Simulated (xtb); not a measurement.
xtb 6.7.1, GFN2-xTB: B(Et)(OH)(NH2) (CCB(N)O), 13 atoms. The geometry is a generated start, not checked to be a minimum at this level.

run flags: --grad
method: GFN2-xTB
--acc: 1 (default)
--etemp (K): 300 (default)
basis functions: 28
valence electrons: 30

```xyz
13

B     -0.1645     0.1829     0.7695
C      0.1528    -0.6581    -0.5544
C      0.0677     0.1559    -1.8458
H     -0.5591    -1.4852    -0.6189
H      1.1423    -1.1166    -0.4872
H      0.8282     0.9324    -1.8532
H     -0.9033     0.6376    -1.9170
H      0.2116    -0.4773    -2.7190
O     -0.8456     1.3492     0.6718
H     -0.9997     1.8019     1.4997
N      0.2447    -0.3106     2.0213
H      0.0715     0.1577     2.8971
H      0.7534    -1.1699     2.1361
```

One run each on 1 thread. Values of broydamp tried: 0.02, 0.05, 0.1, 0.2, 0.4 (default), 0.6, 0.8, 1.

**Question.** Predict the course of the SCC iterations along this series.

**Answer.** Fewest SCC iterations, within one of each other: 0.4 (default) with 11, 0.6 with 11, 0.8 with 11. The count rises to 20 at 0.02. All converge to one solution.

| broydamp | SCC iterations | end |
|---|---|---|
| 0.02 | 20 | same solution |
| 0.05 | 17 | same solution |
| 0.1 | 15 | same solution |
| 0.2 | 13 | same solution |
| 0.4 (default) | 11 | same solution |
| 0.6 | 11 | same solution |
| 0.8 | 11 | same solution |
| 1 | 13 | same solution |
